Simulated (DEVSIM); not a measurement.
# Si n-i-p diode

Structure: Si n-i-p diode, at 300 K.

```
layer (left to right)  material  thickness (μm)  Nd (cm⁻³)  Na (cm⁻³)   τn (s)   τp (s)
---------------------  --------  --------------  ---------  ---------  -------  -------
1                            Si           0.910     1.5e18          -  0.00019  0.00019
2                            Si            27.0          -     8.7e11  0.00019  0.00019
3                            Si           0.680          -     3.7e18  0.00019  0.00019
```

Left contact: ohmic. Right contact: ohmic. Voltage is applied to the left contact. Recombination: SRH at mid-gap, Auger. Mobility is constant in doping.

Constants are typed, rounded textbook-type inputs, not results; the design itself was drawn at random and stands for no fabricated device. Values at 300 K.

```tsv
parameter	Si
gap (eV)	1.124
affinity (eV)	4.05
permittivity	11.7
Nc (cm⁻³)	2.86e19
Nv (cm⁻³)	3.1e19
μn (cm²/Vs)	1417
μp (cm²/Vs)	470
Cn (cm⁶/s)	2.8e-31
Cp (cm⁶/s)	9.9e-32
```

Model (solved in DEVSIM): 1D drift-diffusion, Boltzmann statistics, complete ionisation; no tunnelling, impact ionisation, image-force lowering or self-heating.

The potential step across the device at zero bias is 0.993 V, the dark forward voltage at 1 A/cm² comes out as 0.678 V and the dark forward voltage at 100 A/cm² is 0.815 V.

Dark forward current:

(V (V), J (A/cm²)): (-0.05, -5.2e-9); (-0.10, -2.3e-8); (-0.20, -3.4e-7); (-0.25, -1.2e-6); (-0.35, -1.3e-5); (-0.40, -4.9e-5); (-0.50, -0.0013); (-0.55, -0.0080); (-0.65, -0.35); (-0.70, -2.3); (-0.80, -67); (-0.85, -260); (-0.95, -1900); (-1.00, -3700)
